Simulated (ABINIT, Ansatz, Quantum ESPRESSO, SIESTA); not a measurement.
Code comparison for ReTc (P-6m2, 2 atoms in the cell)

Self-consistent single point.

```
CELL_PARAMETERS angstrom
      2.74930     0.00000     0.00000
     -1.37465     2.38096     0.00000
      0.00000     0.00000     4.44027
ATOMIC_POSITIONS crystal
  Tc 0.66667 0.33333 0.00000
  Re 0.00000 0.00000 0.50000
```

All programs got the same cell, k-point mesh and kind of occupations (in Ansatz's words: kpoints.mp_grid.grid = 11 11 6; scf.occupations.method = gaussian; scf.occupations.width = 0.2 eV); potentials, basis and cutoffs are each program's usual ones.

```json
[
 {"code": "Quantum ESPRESSO", "model": "PBEsol, GBRV 1.5 ultrasoft (PBESOL) pseudopotentials", "pressure (GPa)": "-6.66", "k-points": "64", "cutoff": "40 Ry"},
 {"code": "ABINIT", "model": "PBEsol, PAW (JTH v2.0 PBE PAW, files made for PBE)", "pressure (GPa)": "-6.46", "k-points": "64", "cutoff": "544 eV"},
 {"code": "Ansatz", "model": "PBEsol, PAW files", "pressure (GPa)": "-6.01", "k-points": "64", "cutoff": "default"},
 {"code": "SIESTA", "model": "GGA PBEsol, numerical atomic orbitals DZP, PseudoDojo PBEsol standard norm-conserving potentials (rewritten from UPF to PSML)", "pressure (GPa)": "-9.03", "k-points": "369", "cutoff": "grid 400 Ry"}
]
```

The spread over the programs that give each value: pressure within 3.02 GPa.

The starting cell comes from a database of computed structures (which also holds hypothetical and non-ambient phases and stackings), without a prior relaxation at this level. On Ansatz's run: Spin-orbit coupling is off. Spin polarisation is off. In the base run, with a pressure of about -6 GPa the cell is away from its equilibrium volume at this level.

Problem. Why do the programs differ, and what cannot be compared?

Solution. Differences of this kind can come from the potentials, where these differ, and from what each basis and cutoff leave unconverged. The zero of total energies and Fermi levels follows the potentials and each program's conventions, so they are not compared here. SIESTA uses small atom-centred bases, whose incompleteness enters pressures, forces and empty levels differently from a plane-wave cutoff. Ansatz's pressure is given at a fixed set of plane waves, as the other plane-wave codes print theirs. The programs reduce the same mesh by symmetry to different extents, which changes the work and not the result. In the pressure, SIESTA (by 2.58) lies more than 1 GPa from the median of the plane-wave programs.

Left out of this page: Elk and FLEUR (not drawn, or without a comparable value).

Ansatz is a first-principles code.

Keys are those of Ansatz 0.2.
